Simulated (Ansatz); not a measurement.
Worked example: self-consistent single point of AlCdInS4 (R3m, 7 atoms in the cell) in Ansatz (a program for electronic structure).

Method: PBEsol with spin-orbit coupling, default PAW files made with PBE (plane waves; Ansatz).

```xyz
7
Lattice="1.9495 1.1255 12.6834 -1.9495 1.1255 12.6834 0.0000 -2.2511 12.6834" Properties=species:S:1:pos:R:3 pbc="T T T"
Al     0.0000     0.0000    22.7286
Cd     0.0000     0.0000    31.7718
In     0.0000     0.0000     2.5569
S      0.0000     0.0000    20.5438
S      0.0000     0.0000    26.7605
S      0.0000     0.0000    36.2887
S      0.0000     0.0000     4.9567
```

Reference input (self-consistent single point, DFT, PBEsol, plane waves, default PAW files made with PBE): kpoints.mp_grid.grid = 9 9 9; hamiltonian.xc = pbesol; hamiltonian.pseudopotentials = {kind: paw} (the program's default PAW files); scf.occupations.method = fixed. This run's input differs from it in these lines:

Ansatz 0.2 input:
```diff
@@ -20,2 +20,5 @@
     kind: paw
+magnetization:
+  noncollinear: true
+  spin_orbit: true
 scf:
```

Output, abridged:

```
SCF iter   1: F=—  HF=-17784.702794 eV  |F-HF|=—  |Δ(HF+E_count)|=         —  Δρ=3.91e-2  dr2=7.73e0  dr2_m=0.00e0 (ungated)  ethr=3.10e-3  |M|=0.00e0 ∫|m|=0.00e0 μB  |m|>n=0.0e0 m-floor=0.0e0 τ_xc=0.0e0  β_m=0.30  ⟨swp⟩=5.1  Hψ=24026  notcnv=0  defer=850
all-band conjugate gradients solve this SCF's bands
preconditioner: auto → Resta (q_TF=auto, 2.300 Å⁻¹)
spin=Noncollinear: Resta preconditioning applied to the charge; magnetization (m_x, m_y, m_z) channels mix plain (no charge-response kernel on spin).
   [... lines left out ...]
SCF iter   9: F=—  HF=-17783.002916 eV  |F-HF|=—  |Δ(HF+E_count)|=   1.81e-6  Δρ=1.06e-5  dr2=2.56e-7  dr2_m=0.00e0 (ungated)  ethr=2.34e-9  |M|=0.00e0 ∫|m|=0.00e0 μB  |m|>n=0.0e0 m-floor=0.0e0 τ_xc=0.0e0  β_m=0.88  ⟨swp⟩=2.0  Hψ=10514  notcnv=0  defer=797
SCF iter  10: F=-17783.002917 eV  HF=-17783.002917 eV  |F-HF|=3.29e-8  |Δ(HF+E_count)|=   1.63e-7  Δρ=3.04e-6  dr2=2.03e-8  dr2_m=0.00e0 (ungated)  ethr=1.67e-10  |M|=0.00e0 ∫|m|=0.00e0 μB  |m|>n=0.0e0 m-floor=0.0e0 τ_xc=0.0e0  ⟨swp⟩=13.9  Hψ=36275  notcnv=0
SCF 1 converged in 10 iterations: F = -17783.002917 eV  dr2 = 2.03e-8
Magnetization: |M| = 0.0000 μB,  M = (+0.0000, +0.0000, +0.0000) μB
Absolute magnetization: 0.0000 μB (∫|m|)
  site 0: m = (+0.0000, +0.0000, +0.0000) μB, |m| = 0.0000 μB  (R = 0.90 Å)
  site 1: m = (+0.0000, +0.0000, +0.0000) μB, |m| = 0.0000 μB  (R = 1.10 Å)
  site 2: m = (+0.0000, +0.0000, +0.0000) μB, |m| = 0.0000 μB  (R = 0.99 Å)
  site 3: m = (+0.0000, +0.0000, +0.0000) μB, |m| = 0.0000 μB  (R = 0.90 Å)
  site 4: m = (+0.0000, +0.0000, +0.0000) μB, |m| = 0.0000 μB  (R = 1.05 Å)
  site 5: m = (+0.0000, +0.0000, +0.0000) μB, |m| = 0.0000 μB  (R = 1.00 Å)
  site 6: m = (+0.0000, +0.0000, +0.0000) μB, |m| = 0.0000 μB  (R = 0.99 Å)
Free energy (F): -17783.002917 eV
Internal energy: -17783.002917 eV  (E = F + TS)
E sigma→0 (E₀):  -17783.002917 eV
   [... lines left out ...]
Fermi energy:    5.883749 eV
   [... lines left out ...]
  atom   7  S      0.00000000     0.00000000     0.16621487
--- Stress (GPa, compression-positive) ---
       -2.868672       0.000000      -0.000000
        0.000000      -2.868672      -0.000000
       -0.000000      -0.000000      -2.725716
  P = ⅓ Tr σ = -2.8210 GPa (-28.210 kbar)
  The stress holds the Pulay correction. Without it, at fixed plane waves, as pw.x and ABINIT print it: P = -2.8436 GPa
```

The run converged in 10 iterations. Against the reference run the pressure moves little (-2.79 to -2.82 GPa), the largest force moves little (0.242 to 0.247 eV/Å) and the gap on the mesh goes from 0.622 to 0.605 eV.

The starting cell comes from a database of computed structures (which also holds hypothetical and non-ambient phases and stackings), without a prior relaxation at this level. Ansatz's pressure includes its estimate of the finite-basis (Pulay) stress.

Cost on one core of a shared machine: roughly 2 min.
